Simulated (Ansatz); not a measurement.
**A computed series for MgTe: pressure series**

Consider MgTe in the wurtzite structure (space group P6_3mc, No. 186; a = 4.561 Å, c = 7.412 Å).

Cell and atoms are relaxed at each pressure.

Calculations: PBEsol/PAW in Ansatz (a program for electronic structure), no spin-orbit coupling.

| pressure (GPa) | volume per atom (Å³/atom) |
|---|---|
| -2 | 35.565 |
| -1 | 34.392 |
| 0 | 33.389 |
| 0.9 | ? |
| 2.1 | 31.686 |
| 4.5 | 30.177 |
| 9 | 28.053 |

Problem. Fit the third-order Birch–Murnaghan form P(V) = (3B₀/2)[(V₀/V)^(7/3) − (V₀/V)^(5/3)]·[1 + (3/4)(B₀′ − 4)((V₀/V)^(2/3) − 1)] (squares taken in P) to the rows shown and predict the withheld row.

Solution. Least squares on the printed values gives V₀ = 33.390 Å³/atom, B₀ = 36.1 GPa, B₀′ = 4.1; this predicts 32.606 Å³/atom, and the run gives 32.614 Å³/atom, 0.008 higher.

Load acts through the strain it causes; cell and atoms are relaxed under it. Stability against distortions was not tested. Tetrahedral semiconductors of this kind turn to denser phases somewhere between about 1 and 50 GPa; those were not computed, so compressed cells here can lie past the real transition.
